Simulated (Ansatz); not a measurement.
## Pressure series in TiB2

Consider TiB2 (space group P6/mmm, No. 191; a = 3.0249 Å, c = 3.2238 Å).

Cell and atoms are relaxed at each pressure.

All numbers come from r2SCAN (Ansatz, an electronic-structure program; PAW; 500 eV plane waves; no spin-orbit coupling), earlier PAW set.

```json
[
 {"P (GPa)": "-2.00", "V (Å³/atom)": "8.583"},
 {"P (GPa)": "-1.00", "V (Å³/atom)": "8.549"},
 {"P (GPa)": "1.80", "V (Å³/atom)": "8.457"},
 {"P (GPa)": "4.20", "V (Å³/atom)": "8.382"},
 {"P (GPa)": "9.00", "V (Å³/atom)": "8.241"},
 {"P (GPa)": "17.99", "V (Å³/atom)": "8.004"},
 {"P (GPa)": "30.00", "V (Å³/atom)": "7.732"},
 {"P (GPa)": "44.99", "V (Å³/atom)": "7.443"},
 {"P (GPa)": "59.99", "V (Å³/atom)": "7.197"}
]
```

Q: Fit a third-order Birch–Murnaghan equation of state.

A: Least squares on P(V) = (3B₀/2)[(V₀/V)^(7/3) − (V₀/V)^(5/3)]·[1 + (3/4)(B₀′ − 4)((V₀/V)^(2/3) − 1)] gives V₀ = 8.52 Å³/atom, B₀ = 258 GPa and B₀′ = 3.9.

Load acts through the strain it causes; cell and atoms are relaxed under it. Whether these cells are dynamically stable was not tested. No other phases were tried under pressure. All final runs are without spin polarisation.
